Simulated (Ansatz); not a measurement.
Results of r²SCAN (Ansatz, an electronic-structure program, plane waves, PAW) for InGaP₂ (R3m, No. 160, 4 atoms in the cell; start mp-1223642).

Settings: plane-wave cutoff 560 eV, 10×10×10 k mesh, Fermi–Dirac smearing 0.01 eV, scalar-relativistic PAW data made under PBE.

Cell (relaxed at this level):

```
GaInP2
1.0
    2.00687     1.15867     6.58806
   -2.00687     1.15867     6.58806
    0.00000    -2.31733     6.58806
In Ga P
1 1 2
Direct
  0.49940   0.49940   0.49940
  0.99977   0.99977   0.99977
  0.88070   0.88070   0.88070
  0.37015   0.37015   0.37015
```

Task: Predict the band gap.

Result: 
- band gap = 1.09 eV

Spin–orbit coupling is not included.

Static lattice: no zero-point or thermal effects.

Cost on a shared machine: roughly 80 core-seconds.

A start named mp-… is a Materials Project structure, which need not be a measured phase.
